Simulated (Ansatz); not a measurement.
The starting structures come from a database of crystals and need not be the phases stable at ambient conditions.

 Where the default PAW files enter, the runs use the earlier of Ansatz's two default sets.

By LDA and PBEsol, the system below comes out a metal.

Given:

```
Sb
1.0
    3.12240     0.00000     0.00000
    0.03892     4.40585     0.00000
    0.00000     0.00000     4.34752
Sb
2
Direct
  0.01139   0.75883   0.75000
  0.98861   0.24117   0.25000
```

Space group of this cell: P2_1/m. The cell is taken as given; by PBEsol its mean pressure is -2.2 GPa.

The current runs along the normal of the first two printed vectors. All runs by Ansatz (an electronic-structure program), plane waves and PAW, without spin-orbit coupling; the base is PBEsol.

| run | mean pressure (GPa) | G/A, both spins (10¹⁵ S/m²) |
|---|---|---|
| base | -2.2 | 1.02 |
| all lengths scaled by 0.98 | 1.4 | 1.06 |
| all lengths scaled by 1.02 | -4.9 | … |
| lda in place of pbesol | -3.3 | 1.02 |
| lengths across the current scaled by 0.98, ions clamped | 0.1 | 1.06 |
| lengths across the current scaled by 1.02, ions clamped | -4.0 | … |
| lengths along the current scaled by 0.97, ions clamped | -0.5 | 1.00 |
| lengths along the current scaled by 1.03, ions clamped | -3.6 | 1.04 |

**Question.** Fill in the missing entries.

**Answer.** 
- all lengths scaled by 1.02, G/A, both spins (10¹⁵ S/m²): 0.99
- lengths across the current scaled by 1.02, ions clamped, G/A, both spins (10¹⁵ S/m²): 0.97
